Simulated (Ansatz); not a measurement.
Checking a run of Ansatz (a program for electronic structure) on Li₃Au (P1, 4 atoms in the cell). The aim is a self-consistent single point with DFT, r2SCAN, plane waves, default PAW files made with PBE.

Cell that was meant: a = 4.4562 Å, b = 4.4562 Å, c = 4.4562 Å, α = 60.00°, β = 60.00°, γ = 60.00°.

Part of the input:

Ansatz 0.2 input:
```yaml
    - { symbol: Li, position_ang: [4.714488, 4.719498, 4.731321] }
    - { symbol: Li, position_ang: [3.155638, 3.138935, 3.138538] }
    - { symbol: Au, position_ang: [0.017113, 0.021874, 0.033391] }
basis:
  ecutwfc: 40
kpoints:
  mp_grid: { grid: [8, 8, 8] }
hamiltonian:
```

Output, abridged:

```
   [... lines left out ...]
k-points: 260 of 512 (time reversal used)
PAW frozen core: Au, regenerated for the run's functional
Initial density: superposition of atomic densities (neutral atoms: chi_scale 0, normalization atom), corrected by the library's trained network
Initial wavefunctions: pseudopotential atomic-orbital guess
Eigensolver: davidson
Functional: x = r2scan, c = r2scan; τ floored in thin density (d = 2e-4 eV/Å³)
SCF iter   1: F=—  HF=-13248.760028 eV  |F-HF|=—  |Δ(HF+E_count)|=         —  Δρ=1.01e0  dr2=8.70e2  dr2_τ=5.58e1  ethr=1.77e-3  ⟨swp⟩=1.0  Hψ=9352  notcnv=0
all-band conjugate gradients solve this SCF's bands
preconditioner: auto → LDOS
SCF iter   2: F=—  HF=-12607.966868 eV  |F-HF|=—  |Δ(HF+E_count)|=    6.41e2  Δρ=2.12e-1  dr2=5.88e1  dr2_τ=8.44e-2  ethr=1.77e-3  ⟨swp⟩=3.5  Hψ=14686  notcnv=0
   [... lines left out ...]
SCF iter   8: F=—  HF=-12566.323827 eV  |F-HF|=—  |Δ(HF+E_count)|=   9.45e-5  Δρ=2.24e-5  dr2=4.83e-7  dr2_τ=5.10e-9  ethr=9.04e-7  ⟨swp⟩=2.3  Hψ=5999  notcnv=0  defer=7
SCF iter   9: F=—  HF=-12566.323825 eV  |F-HF|=—  |Δ(HF+E_count)|=   1.88e-6  Δρ=4.79e-6  dr2=3.67e-8  dr2_τ=1.91e-10  ethr=3.57e-10  ⟨swp⟩=7.0  Hψ=19419  notcnv=0
SCF iter  10: F=-12566.323825 eV  HF=-12566.323825 eV  |F-HF|=6.55e-9  |Δ(HF+E_count)|=   1.10e-8  Δρ=2.28e-6  dr2=9.60e-9  dr2_τ=9.56e-12  ethr=1.31e-10  ⟨swp⟩=1.6  Hψ=12126  notcnv=0
SCF 1 converged in 10 iterations: F = -12566.323825 eV  dr2 = 9.60e-9
Free energy (F): -12566.323825 eV
Internal energy: -12566.308977 eV  (E = F + TS)
E sigma→0 (E₀):  -12566.316401 eV
Entropy (-TS):   -0.014848 eV (-3.712 meV/atom)
Fermi energy:    17.921000 eV
--- Forces (eV/Å), atoms counted from 1 ---
  atom   1  Li     0.22844901     0.27458486     0.34716646
  atom   2  Li     0.12859195     0.17007302     0.26825229
  atom   3  Li     0.04225946    -0.09526383    -0.09239743
  atom   4  Au    -0.39949544    -0.34921112    -0.52329361
--- Stress (GPa, compression-positive) ---
    -2133.625580       1.764668       0.075307
        1.764668   -2133.530997       0.131548
        0.075308       0.131549   -2133.655267
  P = ⅓ Tr σ = -2133.6039 GPa (-21336.039 kbar)
  The stress holds no Pulay correction (an occupied level lies too near the plane-wave cutoff): it is that at fixed plane waves, as pw.x and ABINIT print it
```

### Question
Can these results be used? Check the input.

### Answer
The run is not sound. The fault is this: a cutoff meant in Ry typed as a bare number, read as eV. A bare number is read in the key's own unit, and eV, Ry (13.6 eV) and Ha (27.2 eV) lie far apart, so the setting ends up far from the one that was meant. To fix it, convert the value to the unit that the key expects. The run converged in 10 iterations without an error; against the sound input the free energy goes up by 304 eV/atom, the pressure goes from -0.69 to -2134 GPa and the largest force goes from 0.124 to 0.745 eV/Å.

The sound input it was made from differs as follows (other fixes are possible):
```diff
-basis:
-  ecutwfc: 40
```

With that input, the run converged in 8 iterations: free energy E − TS (on the zero of these files) -13780.4528 eV; Fermi level (on the code's own zero) 7.00 eV; pressure -0.69 GPa; largest force (vector length) 0.124 eV/Å (DFT, r2SCAN, plane waves, default PAW files made with PBE).

On the sound input: the starting cell comes from a database of published, mostly measured structures (it also holds non-ambient and calculated ones), without a prior relaxation at this level. Its atoms were displaced at random from the sites of space group no. 225. Spin-orbit coupling is off. Ansatz's pressure includes its estimate of the finite-basis (Pulay) stress.
